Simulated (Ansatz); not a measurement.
The parent structure is Ag in the fcc (Cu type) structure (space group Fm-3m, No. 225; a = 4.0538 Å; relaxed with 0.1 eV smearing).

Structures relaxed with PBEsol in Ansatz (plane waves to 420 eV, PAW, spin-orbit coupling left out).

Base:

Simulated powder pattern, Cu Kα1, λ = 1.54056 Å (kinematic, ideal powder, no thermal factors, no anomalous dispersion; the 14 strongest lines at most, above 2 %, up to 2θ = 90°):

```tsv
2θ (°)	I/Imax (%)	hkl
38.43	100	(111)
44.67	48	(200)
65.02	30	(220)
78.13	34	(311)
82.33	10	(222)
```

Modification: every lattice vector is shortened by 4.58 %; the atoms relax in the strained cell.

After the change:

Simulated powder pattern, Cu Kα1, λ = 1.54056 Å (kinematic, ideal powder, no thermal factors, no anomalous dispersion; the 14 strongest lines at most, above 2 %, up to 2θ = 90°):

```json
[
 {"2θ (°)": "40.35", "I/Imax (%)": "100", "hkl": "(111)"},
 {"2θ (°)": "46.94", "I/Imax (%)": "48", "hkl": "(200)"},
 {"2θ (°)": "68.56", "I/Imax (%)": "29", "hkl": "(220)"},
 {"2θ (°)": "82.67", "I/Imax (%)": "34", "hkl": "(311)"},
 {"2θ (°)": "87.23", "I/Imax (%)": "10", "hkl": "(222)"}
]
```

The indices refer to the base's conventional cell; one index is shown for lines that coincide.

Whether these cells are dynamically stable was not tested.

Ansatz is a program for electronic structure.
